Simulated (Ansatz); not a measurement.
Defect: interstitial Zn in zinc-blende GaP, charge state +2. Computed with PBE, PAW (plane waves to 420 eV; Ansatz, an electronic-structure program).

Cell of 64 host sites held at the relaxed PBE lattice; one k-point at (0.250, 0.250, 0.250); Fermi-Dirac width 0.01 eV, spin-restricted; finite-size errors left in. No zero-point or tunnelling terms. The charge state is imposed; whether it is stable for some Fermi level was not computed. Sites that were not tried may lie lower.

Barriers: single points on a 2×2×2 k-point mesh shifted by half a step at the bands' geometries.

The step: one Zn atom jumps by itself; the atom moves 2.37 Å along (0.24, -0.26, 0.24) of the unit cell; the moving atom starts with neighbours 5 Ga at 2.86, Ga at 2.87; 4 P at 2.42 Å and ends with Ga at 2.56, 3 Ga at 2.58; P at 2.71, 2 P at 2.72, 2 P at 2.78, P at 2.79 Å.

Task: Give the migration barrier of this step at the level PBE, PAW.

Result: 0.58 eV forward and 0.032 eV backward. At the saddle the moving atom has neighbours 3 Ga at 2.53, Ga at 2.87; 2 P at 2.51, P at 2.52, P at 3.06, P at 3.07, P at 3.08 Å. The saddle point's order was not checked, and it lies on a symmetry element of the cell, where a band can be held.
